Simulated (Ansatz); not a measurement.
## CoPdO2: pressure series

Consider CoPdO$_{2}$ (space group R-3m, No. 166; a = 2.8149 Å, c = 17.6323 Å (hexagonal axes); non-magnetic).

Cell and atoms are relaxed at each pressure.

Method: PBEsol, PAW, 420 eV (Ansatz, a program for electronic structure; spin-orbit coupling left out).

```json
[
 {"change": "base", "shortest interatomic distance": "1.884 Å", "c/a ratio": "6.264", "density": "8.13 g/cm³"},
 {"change": "pressure −2 GPa", "shortest interatomic distance": "1.889 Å", "c/a ratio": "6.249", "density": "8.05 g/cm³"},
 {"change": "pressure −1 GPa", "shortest interatomic distance": "1.887 Å", "c/a ratio": "6.257", "density": "8.09 g/cm³"},
 {"change": "pressure 0.3 GPa", "shortest interatomic distance": "1.884 Å", "c/a ratio": "6.266", "density": "8.14 g/cm³"},
 {"change": "pressure 0.7 GPa", "shortest interatomic distance": "1.883 Å", "c/a ratio": "6.269", "density": "8.15 g/cm³"},
 {"change": "pressure 1.5 GPa", "shortest interatomic distance": "1.881 Å", "c/a ratio": "6.275", "density": "8.18 g/cm³"},
 {"change": "pressure 3 GPa", "shortest interatomic distance": "1.877 Å", "c/a ratio": "6.285", "density": "8.23 g/cm³"},
 {"change": "pressure 5 GPa", "shortest interatomic distance": "1.873 Å", "c/a ratio": "6.298", "density": "8.30 g/cm³"},
 {"change": "pressure 7.5 GPa", "shortest interatomic distance": "1.868 Å", "c/a ratio": "6.315", "density": "8.38 g/cm³"},
 {"change": "pressure 10 GPa", "shortest interatomic distance": "1.863 Å", "c/a ratio": "6.331", "density": "8.46 g/cm³"}
]
```

Load acts through the strain it causes; cell and atoms are relaxed under it. No phonon test of stability was made. Competing high-pressure phases were not computed. Starting moments died away, wholly or in part, for the base; another magnetic solution may exist. No Hubbard U is applied and the magnetic state is the run's own (CoPdO2 not spin-polarised; CoPdO2 non-magnetic); other magnetic orders, which need larger cells, were not tried and can change the gap. The final runs are not spin-polarised. An odd electron count without spin: CoPdO2.
